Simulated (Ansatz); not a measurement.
# PtSe2: pressure series

The parent structure is PtSe$_{2}$ in the CdI2 type structure (space group P-3m1, No. 164; a = 3.731 Å, c = 5.256 Å; layered, stacked along the Cartesian z axis).

Cell and atoms are relaxed at each pressure.

Computed with plane-wave PAW DFT at the r2SCAN+rVV10 level (Ansatz, a first-principles code, 500 eV), no SOC.

Candidates:
(a) pressure 9 GPa
(b) pressure 22.5 GPa
(c) pressure 2.1 GPa

Base values:

```
Item       Result
---------  ------
c/a ratio   1.409
```

### Question
Order them by c/a ratio, highest first.

### Answer
(c) pressure 2.1 GPa (1.322), (a) pressure 9 GPa (1.243), (b) pressure 22.5 GPa (1.189)

Load acts through the strain it causes; cell and atoms are relaxed under it. Stability against distortions was not tested. Competing high-pressure phases were not computed. The final runs are not spin-polarised.
